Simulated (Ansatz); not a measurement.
Density of states of GaP (F-43m) below the valence band maximum, HSE06 with spin-orbit coupling, rigid bands (Ansatz, a quantum-chemistry and plane-wave program); cell volume 40.2 Å³.

| energy from edge (eV) | 10⁻³ states/eV/cell |
|---|---|
| 0.006 | 12.1 |
| 0.031 | 36.9 |
| 0.056 | 64.0 |
| 0.081 | 91.2 |
| 0.106 | 118 |
| 0.131 | 139 |
| 0.156 | 158 |
| 0.181 | 174 |
| 0.206 | 191 |
| 0.231 | 206 |
| 0.256 | 221 |
| 0.281 | 234 |
| 0.319 | 255 |
| 0.344 | 269 |
| 0.369 | 283 |
| 0.394 | 296 |
| 0.419 | 309 |
| 0.444 | 323 |
| 0.469 | 336 |
| 0.494 | 349 |
| 0.519 | 364 |
| 0.544 | 377 |
| 0.569 | 391 |
| 0.594 | 406 |

Question: What effective density of states at 300 K does this give (∫ g(E) exp(−E/k_BT) dE, both spins, divided by the cell's size)?

Answer: 2.1e19 cm⁻³, a density-of-states mass of 0.88 mₑ, valleys and band degeneracy included.

Geometry: cell and atoms relaxed with PBEsol.
